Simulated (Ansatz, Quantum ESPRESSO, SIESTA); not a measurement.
# YHg2 (P1, 3 atoms in the cell) computed with different codes at matched settings

Self-consistent single point, at a second geometry (atoms moved at random). First geometry:

```
CELL_PARAMETERS angstrom
      4.80153     0.00000     0.00000
     -2.40077     4.15825     0.00000
      0.00000     0.00000     3.43464
ATOMIC_POSITIONS crystal
  Y  0.00000 0.00000 0.00000
  Hg 0.33333 0.66667 0.50000
  Hg 0.66667 0.33333 0.50000
```

Second geometry:
```xyz
3
Lattice="4.8015 0.0000 0.0000 -2.4008 4.1582 0.0000 0.0000 0.0000 3.4346" Properties=species:S:1:pos:R:3 pbc="T T T"
Y      0.0210    -0.0021     0.0317
Hg    -0.0061     2.7527     1.6860
Hg     2.3858     1.4076     1.7170
```

Shared settings, as Ansatz (a quantum-chemistry and plane-wave program) writes them: kpoints.mp_grid.grid = 9 9 11; scf.occupations.method = fermi_dirac; scf.occupations.width = 0.136 eV. Potentials and cutoffs stand in the table.

| code | model | ΔF from the first geometry (meV/atom) | pressure (GPa) | largest force (eV/Å) | cutoff |
|---|---|---|---|---|---|
| SIESTA | GGA PBEsol, numerical atomic orbitals DZP, PseudoDojo PBEsol standard norm-conserving potentials (rewritten from UPF to PSML) | 3.5 | -3.98 | 0.328 | grid 300 Ry |
| Quantum ESPRESSO | PBEsol, GBRV 1.5 ultrasoft (PBESOL) pseudopotentials | 3.8 | 1.13 | 0.327 | 40 Ry |
| Ansatz | PBEsol, default PAW files made with PBE | 3.8 | 1.06 | 0.324 | 420 eV |

Size of the force on each atom (eV/Å): Sizes of forces hide their directions.

```json
[
 {"code": "SIESTA", "Y1": "0.147", "Hg2": "0.305", "Hg3": "0.328"},
 {"code": "Quantum ESPRESSO", "Y1": "0.173", "Hg2": "0.296", "Hg3": "0.327"},
 {"code": "Ansatz", "Y1": "0.174", "Hg2": "0.294", "Hg3": "0.324"}
]
```

On Ansatz's run: spin-orbit coupling is off.

The spread over the programs that give each value: ΔF from the first geometry within 0.3 meV/atom; pressure within 5.11 GPa; largest force within 0.004 eV/Å.

SIESTA uses small atom-centred bases, whose incompleteness enters pressures, forces and empty levels differently from a plane-wave cutoff. Ansatz's pressure is given at a fixed set of plane waves, as the other plane-wave codes print theirs; with its correction for the finite basis it is 1.09 GPa. In the pressure, SIESTA (by 5.07) lies more than 1 GPa from the median of the plane-wave programs.

The starting cell comes from a database of computed structures (which also holds hypothetical and non-ambient phases and stackings), without a prior relaxation at this level. Its lattice was rescaled by a random factor within 2.5 % of one. For this run, on top of that: atoms moved at random.

Keys are those of Ansatz 0.2.
